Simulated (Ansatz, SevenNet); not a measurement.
BN (model structure, started from the rocksalt type, Fm-3m, No. 225, 2 atoms in the cell): lattice constant a by level of theory

No measured value is used here.

```csv
level (code),value (Å)
SevenNet-0,3.548
LDA (Ansatz),3.459
PBE (Ansatz),3.503
PBE-D3(BJ) (Ansatz),___
r²SCAN (Ansatz),3.492
r²SCAN+rVV10 (Ansatz),___
```

### Question
What belongs in the gaps?

### Answer

- PBE-D3(BJ) (Ansatz, a quantum-chemistry and plane-wave program), value (Å): 3.482
- r²SCAN+rVV10 (Ansatz), value (Å): 3.489

Cutoffs differ between the levels. Ansatz's density-functional and Hartree–Fock values are scalar-relativistic unless marked +SOC, with PAW data made under PBE.

Machine-learned potentials (SevenNet-0) are trained on DFT data: a solid inside that data is no test of them.

A model structure was made by putting elements into a prototype or built by hand; it is no filed structure, need not be a known phase, and can be a saddle point held by its symmetry.
